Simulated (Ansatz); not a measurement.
Consider CsPbBr₃ in the cubic perovskite structure (space group Pm-3m, No. 221).

```
CsPbBr3
1.0
    5.77022     0.00000     0.00000
    0.00000     5.77022     0.00000
    0.00000     0.00000     5.77022
Cs Pb Br
1 1 3
Direct
  0.00000   0.00000   0.00000
  0.50000   0.50000   0.50000
  0.50000   0.00000   0.50000
  0.00000   0.50000   0.50000
  0.50000   0.50000   0.00000
```

Cartesian axes are those of the cell as printed.

Method: LDA/PAW in Ansatz (a quantum-chemistry and plane-wave program), no spin-orbit coupling.

Strains are applied to the cell and any free atomic positions relax; under biaxial strain the out-of-plane vector relaxes too.

One change was made to it. Results:

| quantity | base | after |
|---|---|---|
| energy relative to the base (free energy F) | 0 meV/atom | +1.8 meV/atom |
| electron mass | – | 0.12 mₑ out of plane, 0.23 mₑ in plane (at R) |
| band gap | 1.17 eV | 1.10 eV |

Q: What was done to the base?
A) biaxial strain +2.00 %, plane normal [111], relaxed out of plane
B) biaxial strain +0.50 %, plane normal [111], relaxed out of plane
C) biaxial strain +1.00 %, plane normal [111], relaxed out of plane

A: A, biaxial strain +2.00 %, plane normal [111], relaxed out of plane. For comparison, the energy relative to the base in the other runs: biaxial strain +1.00 %, plane normal [111], relaxed out of plane gives +0.4 meV/atom; biaxial strain +0.50 %, plane normal [111], relaxed out of plane gives +0.1 meV/atom.

With Pb present, leaving out spin-orbit coupling can change the band edges. Effective masses come from finite differences of ±0.01 Å⁻¹. Whether these cells are dynamically stable was not tested. Many cubic perovskites are stable only at high temperature; tilts and polar distortions were not tested. This is not the structure that CsPbBr3 has at room temperature and ambient pressure.
